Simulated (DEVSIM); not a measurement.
Structure: Ti/AlN/p-Si capacitor, at 300 K.

| layer (left to right) | material | thickness (nm) | Na (cm⁻³) |
|---|---|---|---|
| 1 | AlN | 27.0 | - |
| 2 | Si | 2200 | 7.1e16 |

Metal gate on the left, work function 4.33 eV. Fixed charge at the semiconductor interface 2.9e11 cm⁻² (in units of +e); interface traps 3.3e10 cm⁻² eV⁻¹, uniform in energy, neutral level at 0.3 of the gap above the valence band.

The device is made up for the run: typed textbook-type constants, with dimensions and the other settings drawn at random. Values at 300 K; Nc and Nv go as T^1.5, mobilities as T to minus their exponent, the gap by Varshni's rule with the affinity fixed.

```
parameter         AlN        Si
----------------  ---  --------
gap (eV)          6.1     1.124
affinity (eV)     1.9      4.05
permittivity      8.5      11.7
Nc (cm⁻³)           -   2.86e19
Nv (cm⁻³)           -    3.1e19
Varshni α (eV/K)    -  0.000473
Varshni β (K)       -       636
```

DEVSIM, 1D Poisson equation in equilibrium, Boltzmann statistics, complete ionisation; no quantum confinement or tunnelling. Metal contacts follow the ideal Schottky-Mott rule: no Fermi-level pinning, no interface dipoles.

Base results: flat-band voltage (V) -0.86; capacitance of the dielectric stack (μF/cm²) 0.279; threshold voltage (band bending 2φF) (V) 0.47; minimum of the low-frequency capacitance (μF/cm²) 0.0737.

Question: What follows from this one change: AlN thickness 0.027 → 0.032 μm?

Answer: flat-band voltage -0.86 → -0.89 V; capacitance of the dielectric stack 0.279 → 0.235 μF/cm²; threshold voltage (band bending 2φF) 0.47 → 0.53 V; minimum of the low-frequency capacitance 0.0737 → 0.0703 μF/cm².

Question: What follows from this one change: temperature 300 → 500 K?

Answer: flat-band voltage -0.86 → -0.66 V; capacitance of the dielectric stack little changed (0.279 μF/cm²); threshold voltage (band bending 2φF) 0.47 → 0.21 V; minimum of the low-frequency capacitance 0.0737 → 0.0977 μF/cm².

Question: What follows from this one change: substrate doping 7.1e+16 → 7.1e+15 cm^-3?

Answer: flat-band voltage -0.86 → -0.80 V; capacitance of the dielectric stack little changed (0.279 μF/cm²); threshold voltage (band bending 2φF) 0.47 → 0.05 V; minimum of the low-frequency capacitance 0.0737 → 0.0340 μF/cm².

Question: What follows from this one change: gate work function 4.33 → 4.03 eV?

Answer: flat-band voltage -0.86 → -1.16 V; capacitance of the dielectric stack little changed (0.279 μF/cm²); threshold voltage (band bending 2φF) 0.47 → 0.17 V; minimum of the low-frequency capacitance little changed (0.0737 μF/cm²).
